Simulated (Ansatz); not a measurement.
What isotropic strain +1.04 % does to hypothetical rock salt BeTe

The reference is BeTe in the rock salt structure (space group Fm-3m, No. 225; a = 5.302 Å; a hypothetical phase, not in the database extracts checked).

Modification: every lattice vector is stretched by 1.04 %; the atoms relax in the strained cell.

Method: PBEsol (Ansatz, a quantum-chemistry and plane-wave program; PAW; 420 eV plane waves; spin-orbit coupling left out). Settings: 15×15×15 k-points, 0.05 eV Fermi–Dirac smearing.

- Volume per atom = 19.22 Å³ (base 18.63 Å³)
- Space group = Fm-3m (No. 225) (base Fm-3m (No. 225))
- Shortest interatomic distance = 2.678 Å (base 2.651 Å)
- Energy relative to the base (free energy F) = +4.0 meV/atom
- Band gap = zero (base zero)

Final structure:

```
BeTe
1.0
    0.00000     2.67850     2.67850
    2.67850     0.00000     2.67850
    2.67850     2.67850     0.00000
Te Be
1 1
Direct
  0.00000   0.00000   0.00000
  0.50000   0.50000   0.50000
```

Cost of the whole job for the changed cell (relaxation, final SCF and bands): roughly 12 core-seconds.

No phonon test of stability was made. The final runs are not spin-polarised.
